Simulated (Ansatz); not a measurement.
# What uniaxial strain ε_zz = −2.00 % does to TiC

The parent structure is TiC in the rock salt structure (space group Fm-3m, No. 225; a = 4.2609 Å; relaxed with 0.1 eV smearing). Axes: x, y, z lie along the cube axes.

Modification: the cell is compressed by 2.00 % along z with no lateral relaxation, atoms relaxed at fixed cell.

All numbers come from Kohn–Sham DFT with the LDA functional, run in Ansatz (a first-principles code) with PAW and 420 eV plane waves, no SOC. Γ-centred 23×23×23 mesh, Fermi–Dirac width 0.1 eV.

| quantity | base | changed | shift |
|---|---|---|---|
| volume per atom | 9.67 Å³ | 9.48 Å³ | -0.19 Å³ |
| shortest interatomic distance | 2.130 Å | 2.088 Å | -0.0426 Å |
| energy relative to the base (free energy F) | 0 meV/atom | +7.6 meV/atom | +7.6 meV/atom |
| pressure (mean of the normal stresses, compression positive) | 0.0 GPa | 6.2 GPa | +6.2 GPa |
| band gap | zero | zero | – |
| stress (xx, yy, zz, yz, xz, xy; compression positive) | – | (2.7, 2.7, 13.1, 0.0, 0.0, 0.0) GPa | – |

Cost of the whole job for the changed cell (relaxation, final SCF and bands): very roughly 22 core-seconds.

Stability against distortions was not tested. The final runs are not spin-polarised.
